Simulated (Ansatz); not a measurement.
Base system: CdTe in the zinc blende structure (space group F-43m, No. 216; a = 6.5581 Å). Axes: x, y, z lie along the cube axes.

All numbers come from r2SCAN (Ansatz, a program for electronic structure; PAW; 500 eV plane waves; without spin-orbit coupling), earlier PAW set.

For the base:

The valley order is Γ 1.16 eV; L along ⟨111⟩ 2.20 eV.

It is then changed as follows: uniaxial stress, 3 GPa compression along z; all other stress components relax to zero.

Question: Estimate the effect on the energy relative to the base, strain response and valley order.

Answer: The energy increases by 129 meV/atom; the strain response (xx, yy, zz) is (+11.85, +11.85, −27.62) %; the valley order (the lowest conduction-band minima on the path, energy above the VBM, named in the base's zone) goes from Γ 1.16 eV; L along ⟨111⟩ 2.20 eV to a point along [001], about 0.8 Å⁻¹ from Γ 0.29 eV; Γ 0.50 eV; L along [1-11] 0.93 eV.

With Te present, leaving out spin-orbit coupling can change the band edges. The levels and masses belong to the bands next to the band gap. Beyond what the load breaks, stability against distortions was not tested. Under uniaxial stress, 3 GPa compression along z the cell changed shape so far that it is another structure.
